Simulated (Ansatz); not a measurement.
**RuAl: energy against volume**

RuAl (CsCl type, Pm-3m, 12.895 Å³/atom and stress up to 0.01 GPa in the relaxed cell, cube axes along x, y and z) under an equal strain ε along all three axes. LDA in Ansatz, a plane-wave DFT program (PAW, default set), 420 eV, 19×19×19 Γ-centred mesh, Fermi-Dirac smearing 0.10 eV; ions are relaxed, or left where forces stay under 0.02 eV/Å, within the symmetry of each cell.

Here V stands for volume and E for E less E0.

| volume (Å³/atom) | E less E0 (meV/atom) | pressure (GPa) |
|---|---|---|
| 11.7691 | ? | ? |
| 12.1369 | 34.88 | 15.98 |
| 12.3236 | 19.10 | 11.57 |
| 12.5122 | 8.17 | 7.44 |
| 12.7028 | 1.89 | 3.59 |
| 12.8952 | 0.00 | 0.00 |
| 13.0896 | 2.30 | -3.34 |
| 13.2860 | 8.58 | -6.46 |
| 13.4842 | 18.64 | -9.35 |
| 13.6845 | 32.29 | -12.04 |

### Question
Fit E against V with the third-order Birch-Murnaghan form, a cubic in V^(-2/3), and predict the withheld value at V = 11.7691.

### Answer
With u = V^(-2/3) - 0.182, the rows have u = 0.007348, 0.005431, 0.003543, 0.001682, -0.000149, -0.001954, -0.003733, -0.005484, -0.007211. Least squares gives E = -0.005 + 55.84·u + 633638·u² + 664847·u³. Residuals (row less fit): -0.001, 0.006, -0.006, 0.005, -0.001, 0.000, -0.002, 0.005, -0.001; standard error 0.005 (degrees of freedom: 5). Its minimum lies at u = -0.000044, so V0 = (0.181956)^(-3/2) = 12.88. There d²E/du² = 1267000 and d³E/du³ = 3989000, so B0 = (4/9) × 12.88^(-7/3) × 1267000 × 0.160218 = 232 GPa (the last factor turns the table's units into GPa), and B0' = 4 + (2/3) × 0.181956 × (3989000)/1267000 = 4.4. B0' rests on the cubic coefficient alone and has a standard error of 0.1 from these residuals. At the withheld row, u = 0.011273, so E = -0.005 + 55.84 × 0.011273 + 633638 × 0.011273² + 664847 × 0.011273³ = 82.100 meV/atom. The calculation gives 82.06 meV/atom, 0.040 meV/atom below the prediction (0.0 % of the range of E in the table). The row lies outside the fitted rows, so this is an extrapolation. The scatter of the fitted rows lies at the last printed digit.

In a metal these values are sensitive to mesh and smearing; energies are taken to zero smearing, stresses follow the free energy. The runs aren't spin-polarised. Other structures, which can take over under pressure, weren't tried. The same form fitted to the pressure column gives B0' = 4.4; series where the two differ by over 0.4 aren't shown. Rows are the converged runs of the series near zero and its far end, less any whose ions stayed unrelaxed beside relaxed ones; series whose fitted rows scatter by over a few per cent of the range, as at a crossing or softening among them, aren't shown in this form.
